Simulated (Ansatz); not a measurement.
We consider Mg3PN (model structure, started from the cubic perovskite type, Pm-3m, No. 221, 5 atoms in the cell), described by HSE06 (Ansatz, a first-principles code, plane waves, PAW).

Settings: plane-wave cutoff 460 eV, 6×6×6 k mesh, Fermi–Dirac smearing 0.01 eV, scalar-relativistic PAW data made under PBE.

Cell (relaxed with PBEsol):

```yaml
crystal:
  lattice:
    - [4.15218, 0.00000, 0.00000]
    - [0.00000, 4.15218, 0.00000]
    - [0.00000, 0.00000, 4.15218]
  atoms:
    - { symbol: P, position: [0.00000, 0.00000, 0.00000] }
    - { symbol: N, position: [0.50000, 0.50000, 0.50000] }
    - { symbol: Mg, position: [0.00000, 0.50000, 0.50000] }
    - { symbol: Mg, position: [0.50000, 0.50000, 0.00000] }
    - { symbol: Mg, position: [0.50000, 0.00000, 0.50000] }
```

Task: Give the computed band gap.

Result: 
- band gap: 2.50 eV (on the SCF k mesh) (direct)

Note: the relaxation could raise the start's symmetry but not lower it, so the cell can be a saddle point; cell and atoms aren't relaxed at this level (pressure -0.3 GPa).

Static lattice: no zero-point or thermal effects.

It cost around 2.8 core-minutes (rough) of CPU time.

A model structure was made by putting elements into a prototype or built by hand; it is no filed structure, need not be a known phase, and can be a saddle point held by its symmetry.
